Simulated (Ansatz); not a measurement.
Consider AlN in the wurtzite structure (space group P6_3mc, No. 186).

```yaml
crystal:
  lattice:
    - [3.10670, 0.00000, 0.00000]
    - [-1.55335, 2.69048, 0.00000]
    - [0.00000, 0.00000, 4.97846]
  atoms:
    - { symbol: Al, position: [0.33333, 0.66667, 0.99659] }
    - { symbol: Al, position: [0.66667, 0.33333, 0.49659] }
    - { symbol: N, position: [0.33333, 0.66667, 0.37821] }
    - { symbol: N, position: [0.66667, 0.33333, 0.87821] }
```

Method: Ansatz (a program for electronic structure), r2SCAN, PAW, cutoff 500 eV, no SOC.

Base values:

```
Quantity                                      Result
-----------------------------  ---------------------
Width of the top valence band                2.41 eV
Valence-band top at Γ          0.00, -0.22, -0.22 eV
Pressure                                    0.01 GPa
```

Perturbation: an isotropic linear strain of +1.17 %, atoms relaxed at fixed cell.

**Question.** Predict the new width of the top valence band.

**Answer.** The width of the top valence band drops by 0.06 eV to 2.35 eV.

**Question.** Estimate the effect on the mean gap deformation potential ΔEg/Δln V.

**Answer.** The mean gap deformation potential ΔEg/Δln V is -9.0 eV.

**Question.** What does the calculation give for the valence-band top at Γ after the change?

**Answer.** The valence-band top at Γ (three highest levels, from the VBM) becomes 0.00, -0.21, -0.21 eV (base: 0.00, -0.22, -0.22 eV).

**Question.** What does the calculation give for the pressure after the change?

**Answer.** The pressure (mean of the normal stresses, compression positive) falls by 6.882 GPa (0.01 GPa → -6.88 GPa).

No phonon test of stability was made.
